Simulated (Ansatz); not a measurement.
S on the 1x1 (111) surface of fcc Ir, one in a 2x2 cell, energies for each (26.0 Å²). Energies are against ⅛ S8(g), without zero-point or thermal terms; each row is named by its start.

The numbers are results of PBE (plane waves to 420 eV, PAW; Ansatz, a first-principles code), not measurements.

Set-up: 17 atoms, 6.6 Å thick at the start under the adsorbate (thin: gaps and levels are the slab's own); mesh 6x6x1; 0.1 eV smearing; dipole correction on; 8 atoms held, the rest relaxed; each run with such symmetry as its start has; spin where the adsorbate may keep a moment, no spin-orbit, no U, no dispersion correction.

A negative adsorption energy means that the adsorbate is more stable on the surface than in its reference. Starts that drift may end in the same place. Heights count from the host atoms within 0.3 Å of the top one.

```
starting site                           E_ads (eV)  height (Å)  nearest host atom (Å)  bonded to  Δ work function (eV)  lateral drift (Å)  moment (μB)
--------------------------------------  ----------  ----------  ---------------------  ---------  --------------------  -----------------  -----------
top Ir                                       -0.16        2.21                Ir 2.16         Ir                  0.07                0.0          0.0
hollow Ir-Ir-Ir over Ir at depth 2.2 Å       -2.08        1.67                Ir 2.30       3 Ir                 -0.43                0.0            –
hollow Ir-Ir-Ir over Ir at depth 4.4 Å       -2.11        1.67                Ir 2.31       3 Ir                 -0.42                0.0            –
bridge Ir-Ir (span 2.7 Å)                    -2.11        1.67                Ir 2.31       3 Ir                 -0.42                0.8            –
```
